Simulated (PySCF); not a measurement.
PySCF 2.14.0, BP86/def2-svp, df: Ca(F)(Cl)(NH3)2 ([NH3]->[Ca](<-[NH3])([F])[Cl]), 11 atoms. The geometry is a generated start, not checked to be a minimum at this level.

```json
{
  "task": "energy",
  "method": "bp86",
  "basis": "def2-svp",
  "two_electron_scheme": "density fitting",
  "mol.max_memory": "3000 MB",
  "mf.max_cycle": "100",
  "mf.init_guess": "minao (default)",
  "mf.DIIS": "CDIIS (default)",
  "mf.conv_tol": "1e-09 (default)",
  "mf.grids.level": "3 (default)",
  "basis_functions": "114",
  "grid_points": "140224"
}
```

```xyz
11

Ca    -0.4936    -0.1852    -0.1186
F      1.2732    -0.4541    -0.7389
Cl    -0.4384     1.4405     1.6524
N      0.0823    -1.9251     1.4516
H     -0.0698    -2.9102     1.6597
H      0.0599    -1.3975     2.3218
H      1.0230    -1.8182     1.0694
N     -0.5019     1.5980    -1.7328
H     -0.4763     2.3533    -1.0491
H     -0.9269     1.9455    -2.5904
H      0.4684     1.3530    -1.9252
```

One run each on 2 threads, 1 BLAS thread. Values of diis_space tried: 3, 5, 8 (default), 12, 20.

Task: How does the count of Fock builds change with diis_space, and where is it least?

Result: Fewest Fock builds, within one of each other: 8 (default) with 13, 12 with 13, 20 with 13. The count rises to 31 at 3. All converge to one solution.

```
diis_space   Fock builds            end
-----------  -----------  -------------
3                     31  same solution
5                     15  same solution
8 (default)           13  same solution
12                    13  same solution
20                    13  same solution
```
